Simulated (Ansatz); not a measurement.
## Pressure series in TiB2

The reference is TiB2 (space group P6/mmm, No. 191; a = 2.9939 Å, c = 3.1595 Å).

Cell and atoms are relaxed at each pressure.

Method: LDA (Ansatz, a program for electronic structure; PAW; 420 eV plane waves; no spin-orbit coupling).

| pressure (GPa) | volume per atom (Å³/atom) |
|---|---|
| -1 | 8.205 |
| 0 | 8.175 |
| 0.9 | ? |
| 2.1 | 8.115 |
| 4.5 | 8.048 |
| 9 | 7.929 |
| 15 | 7.782 |
| 22.5 | 7.616 |
| 30 | 7.465 |

**Question.** Fit the third-order Birch–Murnaghan form P(V) = (3B₀/2)[(V₀/V)^(7/3) − (V₀/V)^(5/3)]·[1 + (3/4)(B₀′ − 4)((V₀/V)^(2/3) − 1)] (squares taken in P) to the rows shown and predict the withheld row.

**Answer.** Least squares on the printed values gives V₀ = 8.175 Å³/atom, B₀ = 277 GPa, B₀′ = 3.9; this predicts 8.149 Å³/atom, and the run gives 8.149 Å³/atom, in agreement.

A case with no gap was solved on a k-mesh chosen for an insulator, which is coarse for it. Load acts through the strain it causes; cell and atoms are relaxed under it. Whether these cells are dynamically stable was not tested. No other phases were tried under pressure. All final runs are without spin polarisation.
